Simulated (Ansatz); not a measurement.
Consider GaP in the zinc blende structure (space group F-43m, No. 216; a = 5.506 Å). Axes: x, y, z lie along the cube axes.

The values are results of Ansatz (a first-principles code), PBE, PAW, cutoff 420 eV, no SOC, not measurements.

Now apply this change: every lattice vector is stretched by 3.00 %; the atoms relax in the strained cell.

Task: Predict the stress tensor and what it implies for the stiffness.

Result: Stress of the strained cell less that of the base (GPa, compression positive):
```
  -5.55    0.00    0.00
   0.00   -5.55    0.00
   0.00    0.00   -5.55
```

Then B = −ΔP/(ΔV/V₀) with ΔV/V₀ = 0.0927 gives secant stiffness values (nonlinear terms included at this strain): B ≈ 60 GPa.

As a check, the harmonic strain energy −½ V₀ Δσ:ε is 33 meV/atom; the computed energy rise is 36 meV/atom.

No phonon test of stability was made.
